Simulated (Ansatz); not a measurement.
## NbP: pressure series

Base system: NbP (space group I4_1md, No. 109; a = 3.347 Å, c = 11.427 Å).

Cell and atoms are relaxed at each pressure.

Computed with PBE in Ansatz (plane waves to 420 eV, PAW, no spin-orbit coupling).

Notes on the quantities. enthalpy: H = E + PV relative to the base's energy.

```tsv
case	lattice parameter a	enthalpy	c/a ratio
base	3.347 Å	–	3.414
pressure 3 GPa	3.333 Å	+0.30 eV/atom	3.405
pressure 7 GPa	3.315 Å	+0.69 eV/atom	3.393
pressure 15 GPa	3.284 Å	+1.44 eV/atom	3.370
pressure 30 GPa	3.238 Å	+2.80 eV/atom	3.331
pressure 50 GPa	3.189 Å	+4.51 eV/atom	3.284
pressure 75 GPa	3.141 Å	+6.53 eV/atom	3.232
pressure 100 GPa	3.103 Å	+8.43 eV/atom	3.185
```

Load acts through the strain it causes; cell and atoms are relaxed under it. Stability against distortions was not tested. No other phases were tried under pressure. The final runs are not spin-polarised.

Ansatz is a first-principles code.
